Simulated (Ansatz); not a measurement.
An Ansatz (a first-principles code) input (plane-wave PAW DFT at the r2SCAN level (Ansatz, 500 eV), no SOC, earlier PAW set):

Ansatz 0.2 input:
```yaml
crystal:
  lattice:
    - [4.0061593436, 0, 0]
    - [0, 5.6655648768, 0]
    - [0, 0, 17.0030796718]
  atoms:
    - { symbol: As, position: [0.75, 0.5, 0.4410965628] }
    - { symbol: Ga, position: [0.25, 0.25, 0.4410965628] }
    - { symbol: As, position: [1.25, 1, 0.5589034372] }
    - { symbol: Ga, position: [0.75, 0.75, 0.5589034372] }
basis: { ecutwfc: 500, ecutrho_ratio: 4, xc_grid: 4, fft_grid_basis: typed }
kpoints: { mp_grid: { grid: [8, 6, 1] } }
hamiltonian:
  xc: r2scan
  dispersion: none
  pseudopotentials: { azcp: { folder: ./paw }, kind: paw }
scf: { occupations: { method: fermi_dirac, width: 0.05 }, convergence: { dr2_threshold: 0.0000000004 } }
relax: { f_tol: 0.01, max_steps: 50 }
output: { forces: true, stress: true }
checkpoint: { write: state.ck, write_every: 1000 }
```

**Question.** Which symmetry and how many k-points will the program report, and about how many plane waves at Γ?

**Answer.** Space group Pmn21 (ITA 31) with 4 operations, k-points 20 of 48, and 9781 plane waves at Γ.

No phonon test of stability was made. The cell was made from GaAs in the zinc blende structure (space group F-43m, No. 216) by this change: a free-standing slab of 2 layers (4 atoms, 2 a layer) is cut normal to [110], with 15 Å of vacuum and the in-plane cell held at bulk.
